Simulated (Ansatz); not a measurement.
## TaGeO (model structure, started from the ZrSiS type, P4/nmm, No. 129, 6 atoms in the cell): properties by level of theory

| level (code) | lattice constant a (Å) | c axis length (Å) | bulk modulus B0 (GPa) | cohesive energy (eV/atom) |
|---|---|---|---|---|
| PBE (Ansatz) | [?] | [?] | 151 | 5.66 |
| PBEsol (Ansatz) | [?] | [?] | [?] | 6.26 |
| r²SCAN (Ansatz) | [?] | [?] | 168 | 5.67 |

Problem. What belongs in the gaps?

Solution. 
- PBE (Ansatz, a quantum-chemistry and plane-wave program), lattice constant a (Å): 3.434
- PBE (Ansatz), c axis length (Å): 6.945
- PBEsol (Ansatz), lattice constant a (Å): 3.378
- PBEsol (Ansatz), c axis length (Å): 6.890
- PBEsol (Ansatz), bulk modulus B0 (GPa): 173
- r²SCAN (Ansatz), lattice constant a (Å): 3.399
- r²SCAN (Ansatz), c axis length (Å): 6.897

Caveats: the bulk modulus is −V dP/dV from two relaxed cells at ±2 % in volume (PBE, PBEsol, r²SCAN). Ansatz's density-functional and Hartree–Fock values are scalar-relativistic unless marked +SOC, with PAW data made under PBE.

Free atoms are spin-polarised, in the lowest state found; at levels without +SOC their spin–orbit coupling is left out.

Static lattice: no zero-point or thermal effects.

A model structure was made by putting elements into a prototype or built by hand; it is no filed structure, need not be a known phase, and can be a saddle point held by its symmetry.
